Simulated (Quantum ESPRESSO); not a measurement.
Input and output of a self-consistent single point for Lu (P-1, 2 atoms in the cell) (Quantum ESPRESSO).

Level of theory: PBEsol, PSlibrary PAW (PBE) pseudopotentials (plane waves; Quantum ESPRESSO).

```
Lu
1.0
    3.51805     0.00000     0.00000
   -1.75903     3.04672     0.00000
    0.00000     0.00000     5.44608
Lu
2
Cartesian
  0.00217   2.02792   1.37004
  1.75685   1.01880   4.07604
```

Reference input (self-consistent single point, DFT, PBE, plane waves, PSlibrary PAW (PBE) pseudopotentials): ecutwfc = 50 Ry; ecutrho = 400 Ry; occupations = smearing; smearing = fd; degauss = 0.0073499 Ry; potentials = {Lu: Lu.pbe-spdn-kjpaw_psl.1.0.0.UPF}; K_POINTS = automatic 7 7 4 0 0 0; conv_thr = 1e-10 Ry. This run's input differs from it in these lines:

```diff
@@ -17,2 +17,3 @@
  degauss = 0.0073499,
+ input_dft = 'pbesol',
 /
```

The program printed (abridged):

```
     Self-consistent Calculation

     iteration #  1     ecut=    50.00 Ry     beta= 0.70

     Threshold (ethr) on eigenvalues was too large:
     Diagonalizing with lowered threshold

     total energy              =   -1317.21921534 Ry
     estimated scf accuracy    <       0.02448722 Ry

     iteration #  2     ecut=    50.00 Ry     beta= 0.70

     total energy              =   -1317.22214772 Ry
     estimated scf accuracy    <       0.00175638 Ry

     iteration #  3     ecut=    50.00 Ry     beta= 0.70

     total energy              =   -1317.22208438 Ry
     estimated scf accuracy    <       0.00416556 Ry

   [... 5 blocks of this kind left out ...]

     iteration #  9     ecut=    50.00 Ry     beta= 0.70

     total energy              =   -1317.22281505 Ry
     estimated scf accuracy    <          1.1E-10 Ry

     iteration # 10     ecut=    50.00 Ry     beta= 0.70
     End of self-consistent calculation

     the Fermi energy is    10.0454 ev

!    total energy              =   -1317.22281505 Ry
     estimated scf accuracy    <          1.7E-11 Ry
     smearing contrib. (-TS)   =      -0.00743520 Ry
     internal energy E=F+TS    =   -1317.21537985 Ry

     convergence has been achieved in  10 iterations

     Forces acting on atoms (cartesian axes, Ry/au):

     atom    1 type  1   force =    -0.00029677    0.00043743   -0.00280077
     atom    2 type  1   force =     0.00029677   -0.00043743    0.00280077

     Total force =     0.004031     Total SCF correction =     0.000026

          total   stress  (Ry/bohr**3)                   (kbar)     P=      -24.09
  -0.00017003  -0.00000124   0.00000009          -25.01       -0.18        0.01
  -0.00000124  -0.00017374  -0.00000013           -0.18      -25.56       -0.02
   0.00000009  -0.00000013  -0.00014742            0.01       -0.02      -21.69

   JOB DONE.
```

The run converged in 10 iterations. Against the reference run the pressure goes from 0.11 to -2.41 GPa and the largest force goes from 0.081 to 0.073 eV/Å.

The starting cell comes from a database of computed structures (which also holds hypothetical and non-ambient phases and stackings), without a prior relaxation at this level. Its atoms were displaced at random from the sites of space group no. 194.
